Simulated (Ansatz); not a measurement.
Subject: the formation energy of ZnAu (CsCl type, Pm-3m) from the elements. Reaction: Zn (hcp) + Au (fcc) → ZnAu (CsCl type). A negative value means that the right-hand side lies lower. The value is per atom of the solid.

ZnAu (CsCl type, Pm-3m), 2 atoms in the cell, k-point mesh 16×16×16 on the run's own vectors.
Space group Pm-3m (No. 221); a = b = c = 3.1865 Å, α = β = γ = 90.00°

```json
[
 {"atom": "Zn", "site": "1b", "symmetry": "m-3m", "x": "0.5000", "y": "0.5000", "z": "0.5000"},
 {"atom": "Au", "site": "1a", "symmetry": "m-3m", "x": "0.0000", "y": "0.0000", "z": "0.0000"}
]
```

Zn (hcp, P6₃/mmc), 2 atoms in the cell, k-point mesh 30×30×12 on the run's own vectors. Conventional cell: a = b = 2.6470 Å, c = 5.0248 Å, α = β = 90.00°, γ = 120.00°.

Au (fcc, Fm-3m), 1 atom in the cell, k-point mesh 24×24×24 on the run's own vectors. Conventional cell: a = b = c = 4.158 Å, α = β = γ = 90.00°.

All numbers come from Ansatz (a first-principles code), plane waves with PAW, its PAW set soft_1, cutoff 420 eV, 500 eV for r2SCAN. The structures are at rest with PBE; other levels are single points on them. Neutral cells; Fermi-Dirac smearing of at most 0.10 eV in the solids, energies taken to zero width. The lattices are those relaxed with PBE, so at other levels the solids can be strained, which adds to the spread. A dispersion term (D3(BJ), or D4 for r2SCAN) was computed beside these levels and is taken off wherever the name lacks it. Nuclei at rest; no vibrational terms. The runs are scalar-relativistic, without spin-orbit coupling.

Q: Predict the value from PBE.

A: -0.21 eV/atom, for Zn (hcp) + Au (fcc) → ZnAu (CsCl type).

Q: What do the other levels give, and how wide is the spread?

A: 
```csv
Level,value (eV/atom),less PBE
r2SCAN,-0.22,-0.01
```

The levels span only 0.01 eV/atom, too little to tell them apart.
